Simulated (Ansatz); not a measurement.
**SiO2: isotropic strain −1.50 %**

The reference is SiO₂ (space group P3_221, No. 154; a = 4.949 Å, c = 5.441 Å).

The change: the cell is scaled by 0.9850 in all directions, atoms relaxed at fixed cell.

Calculations: Kohn–Sham DFT with the PBEsol functional, run in Ansatz (a program for electronic structure) with PAW and 420 eV plane waves, scalar-relativistic without spin-orbit coupling. Settings: 8×8×6 k-points, 0.05 eV Fermi–Dirac smearing.

| quantity | base | changed | shift |
|---|---|---|---|
| volume per atom | 12.82 Å³ | 12.26 Å³ | -0.568 Å³ |
| space group | P3_221 (No. 154) | P3_221 (No. 154) | – |
| shortest interatomic distance | 1.619 Å | 1.618 Å | -0.0018 Å |
| energy relative to the base (free energy F) | 0 meV/atom | +2.9 meV/atom | +2.9 meV/atom |
| pressure (mean of the normal stresses, compression positive) | 0.01 GPa | 1.68 GPa | +1.67 GPa |
| band gap | 5.72 eV | 5.83 eV | +0.11 eV |
| gap character | indirect, K → Γ | indirect, K → Γ | – |
| smallest direct gap | 6.03 eV | 6.11 eV | +0.072 eV |
| mean gap deformation potential ΔEg/Δln V | – | -2.5 eV | – |
| width of the top valence band | 0.57 eV | 0.56 eV | -0.017 eV |
| electron mass | 0.50 mₑ (at Γ) | 0.49 mₑ (at Γ) | – |

Final structure:

```xyz
9
Lattice="4.8748 0.0000 0.0000 -2.4374 4.2217 0.0000 0.0000 0.0000 5.3599" Properties=species:S:1:pos:R:3 pbc="T T T"
Si    -1.1288     1.9551     1.7866
Si     1.3086     2.2666     0.0000
Si     2.2575     0.0000     3.5732
O      0.3623     1.7269     1.2023
O      0.7607     3.6720     4.7755
O      3.1981     0.5497     2.3710
O      2.7996     2.4948     0.5844
O      1.3144     1.1772     4.1576
O     -1.1230     3.0445     2.9889
```

Masses are band curvatures over ±0.01 Å⁻¹ around the edge. Whether these cells are dynamically stable was not tested.
